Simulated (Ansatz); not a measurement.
**WC: pressure series**

The reference is WC (space group P-6m2, No. 187; a = 2.9126 Å, c = 2.8367 Å).

Cell and atoms are relaxed at each pressure.

Computed with Kohn–Sham DFT with the r2SCAN functional, run in Ansatz (a quantum-chemistry and plane-wave program) with PAW and 500 eV plane waves, scalar-relativistic without spin-orbit coupling, earlier PAW set.

| pressure (GPa) | volume per atom (Å³/atom) |
|---|---|
| -1 | 10.446 |
| 0 | 10.420 |
| 0.3 | ? |
| 0.7 | 10.402 |
| 1.5 | 10.381 |
| 3 | 10.343 |
| 5 | 10.294 |
| 7.5 | 10.234 |
| 10 | 10.176 |

### Question
Fit the third-order Birch–Murnaghan form P(V) = (3B₀/2)[(V₀/V)^(7/3) − (V₀/V)^(5/3)]·[1 + (3/4)(B₀′ − 4)((V₀/V)^(2/3) − 1)] (squares taken in P) to the rows shown and predict the withheld row.

### Answer
Least squares on the printed values gives V₀ = 10.420 Å³/atom, B₀ = 399 GPa, B₀′ = 4.7; this predicts 10.412 Å³/atom, and the run gives 10.412 Å³/atom, in agreement.

Load acts through the strain it causes; cell and atoms are relaxed under it. Stability against distortions was not tested. Competing high-pressure phases were not computed. All final runs are without spin polarisation.
